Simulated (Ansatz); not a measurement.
# Convergence study of the plane-wave cutoff for LaNi2Ge2 (I4mm, 5 atoms in the cell)

```xyz
5
Lattice="-2.0984 2.0984 4.9556 2.0984 -2.0984 4.9556 2.0984 2.0984 -4.9556" Properties=species:S:1:pos:R:3 pbc="T T T"
La     0.0000     0.0000     0.0500
Ni     2.0984     0.0000     2.4778
Ni     0.0000     2.0984     2.4778
Ge     0.0000     0.0000     6.3096
Ge     0.0000     0.0000     3.6016
```

Level of theory: LDA (PW92), default PAW files made with PBE (plane waves; Ansatz, a program for electronic structure).

Base settings: basis.ecutwfc = 30.9 Ry; kpoints.mp_grid.grid = 6 6 6; hamiltonian.xc = lda; hamiltonian.pseudopotentials = {kind: paw} (the program's default PAW files); scf.occupations.method = gaussian; scf.occupations.width = 0.0073 Ry.

The second cell is the first with its lattice scaled by 0.98.

The mesh stays at the base's, so the ladder's end is converged at best in this setting alone.

The first pressure column holds Ansatz's estimate of the finite-basis (Pulay) stress, which hides part of the cutoff error; the other is without it.

Only quantities that move along the ladder and can be compared are tabulated.

The count of work is k-points × plane waves × bands × iterations; it is no time. 

The starting cell comes from a database of computed structures (which also holds hypothetical and non-ambient phases and stackings), without a prior relaxation at this level. Its lattice was rescaled by up to half a per cent. One atom was moved a little off its site on purpose. Spin polarisation is off. In the base run, with a pressure of about -7 GPa the cell is away from its equilibrium volume at this level.

Steps (basis.ecutwfc): 10.7 Ry; 12.5 Ry; 14 Ry; 15.4 Ry; 16.9 Ry; 18.4 Ry; 21.7 Ry; 24.6 Ry; 27.9 Ry; 30.9 Ry; 33.8 Ry; 37.1 Ry; 41.5 Ry; 46.3 Ry; 54 Ry; 61.7 Ry; 74.2 Ry.

Question: What is the coarsest basis.ecutwfc that holds the energy of the compressed cell less the first within 2 meV/atom of the last step, with all finer ones?

Answer: 24.6 Ry, at 0.22 of the last step's count of work; the step before is off by 2.5 meV/atom.

Question: What is the coarsest basis.ecutwfc that holds the pressure without the Pulay estimate within 0.1 GPa of the last step, with all finer ones?

Answer: 30.9 Ry, at 0.30 of the last step's count of work; the step before is off by 0.29 GPa.

Question: What is the coarsest basis.ecutwfc that holds the pressure within 0.1 GPa of the last step, with all finer ones?

Answer: 27.9 Ry, at 0.26 of the last step's count of work; the step before is off by 0.18 GPa.

| basis.ecutwfc | free energy less the last step's (meV/atom) | energy of the compressed cell less the first (meV/atom) | pressure (GPa) | pressure without the Pulay estimate (GPa) | largest difference of a force vector from the last step's (eV/Å) | count of work / last |
|---|---|---|---|---|---|---|
| 10.7 Ry | 65559.67 | -236.94 | -9.69 | -2070.09 | 1.515 | 0.090 |
| 12.5 Ry | 27780.93 | -1.86 | 17.76 | -1009.72 | 4.497 | 0.11 |
| 14 Ry | 13446.71 | 34.75 | 3.01 | -555.43 | 1.039 | 0.11 |
| 15.4 Ry | 6746.51 | 16.04 | -5.83 | -317.52 | 0.122 | 0.12 |
| 16.9 Ry | 3218.11 | -31.41 | -7.16 | -175.35 | 0.249 | 0.14 |
| 18.4 Ry | 1491.63 | -34.74 | -7.39 | -95.54 | 0.096 | 0.14 |
| 21.7 Ry | 233.18 | -20.12 | -6.74 | -25.36 | 0.010 | 0.18 |
| 24.6 Ry | 35.56 | -21.37 | -6.76 | -10.48 | 0.021 | 0.22 |
| 27.9 Ry | 4.42 | -22.33 | -6.89 | -7.23 | 0.005 | 0.26 |
| 30.9 Ry | 2.28 | -22.49 | -6.92 | -6.97 | 0.001 | 0.30 |
| 33.8 Ry | 1.72 | -22.52 | -6.93 | -6.97 | 0.001 | 0.31 |
| 37.1 Ry | 1.23 | -22.53 | -6.93 | -6.95 | 0.001 | 0.35 |
| 41.5 Ry | 0.93 | -22.54 | -6.93 | -6.95 | 0.001 | 0.42 |
| 46.3 Ry | 0.63 | -22.56 | -6.93 | -6.95 | 0.000 | 0.48 |
| 54 Ry | 0.22 | -22.57 | -6.94 | -6.95 | 0.000 | 0.71 |
| 61.7 Ry | 0.09 | -22.58 | -6.94 | -6.94 | 0.000 | 0.76 |
| 74.2 Ry | 0.00 | -22.58 | -6.94 | -6.94 | 0.000 | 1.0 |

The energy difference between the two cells stays within 1 meV/atom of the last step's from 27.9 Ry on, the total only from 41.5 Ry on: much of the error is common to both cells and cancels.

At the lowest cutoff the pressure without the Pulay estimate lies 2060 GPa under the last step's, the usual sign of Pulay stress in an incomplete plane-wave basis.

Keys are those of Ansatz 0.2.
